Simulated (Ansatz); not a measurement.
We consider fluorite PtAl2, described by r²SCAN-D4 (PAW; Ansatz, a first-principles code).

Output (set-up and result lines):

```
Crystal: 3 atoms, lattice volume = 52.036 Å³
Basis set: ecut = 560 eV, 1471 PW (Γ), exchange–correlation on 108×108×108 points (27 copies of the dense FFT grid, shifted against one another)
Bands: 16, of which v1, the nominal top of the filled ones, is band 12 counted from 1 (11 counted from 0)
Symmetry: 48 space group operations
Space group: Fm-3m (ITA 225), of the structure as read, at distance tolerance 3.7e-5 Å
k-points: 145 of 4096
Functional: x = r2scan, c = r2scan; τ floored in thin density (d = 2e-4 eV/Å³)
SCF iter   1: F=—  HF=-13620.923030 eV  |F-HF|=—  |Δ(HF+E_count)|=         —  Δρ=9.21e-3  dr2=6.95e-2  dr2_τ=3.98e-2
SCF iter   2: F=—  HF=-13620.947069 eV  |F-HF|=—  |Δ(HF+E_count)|=   2.40e-2  Δρ=3.16e-3  dr2=5.85e-3  dr2_τ=2.36e-3
  ...
SCF iter   8: F=—  HF=-13620.947210 eV  |F-HF|=—  |Δ(HF+E_count)|=   3.56e-9  Δρ=1.14e-6  dr2=6.63e-10  dr2_τ=8.80e-11
SCF iter   9: F=-13620.947210 eV  HF=-13620.947210 eV  |F-HF|=9.09e-12  |Δ(HF+E_count)|=  1.62e-10  Δρ=2.42e-7  dr2=2.69e-11  dr2_τ=4.14e-12
SCF 1 converged in 9 iterations: F = -13620.947210 eV  dr2 = 2.69e-11
SCF converged after 9 iterations
Free energy (F): -13620.947210 eV
Internal energy: -13620.938164 eV  (E = F + TS)
E sigma→0 (E₀):  -13620.942687 eV
Fermi energy:    11.188942 eV
--- Forces (eV/Å), atoms counted from 1 ---
  atom   1  Al     0.00000000    -0.00000000    -0.00000000
  atom   2  Al    -0.00000000     0.00000000     0.00000000
  atom   3  Pt    -0.00000000     0.00000000    -0.00000000
--- Stress (GPa, compression-positive) ---
       -2.742601      -0.000000      -0.000000
       -0.000000      -2.742601       0.000000
        0.000000      -0.000000      -2.742601
  P = ⅓ Tr σ = -2.7426 GPa (-27.426 kbar)
```

Task: Write an input file that could have produced this run (the log leaves some choices open).

Result: This is not unique; one that fits is 
Ansatz 0.2 input:
```yaml
crystal:
  lattice:
    - [0.0, 2.9631734405, 2.9631734405]
    - [2.9631734405, 0.0, 2.9631734405]
    - [2.9631734405, 2.9631734405, 0.0]
  atoms:
    - { symbol: Al, position: [0.25, 0.25, 0.25] }
    - { symbol: Al, position: [0.75, 0.75, 0.75] }
    - { symbol: Pt, position: [0.0, 0.0, 0.0] }
basis:
  ecutwfc: 560
  ecutrho_ratio: 4
  xc_grid: 3
kpoints:
  mp_grid: { grid: [16, 16, 16] }
hamiltonian:
  xc: r2scan
  dispersion: d4
  pseudopotentials: { kind: paw }
scf:
  occupations: { method: fermi_dirac, width: 0.05 }
  convergence: { dr2_threshold: 0.0000000003 }
output:
  forces: true
  stress: true
  eigenvalues: true
```

The cell is one volume of an energy–volume scan, off the minimum.

The PAW data were made under PBE.
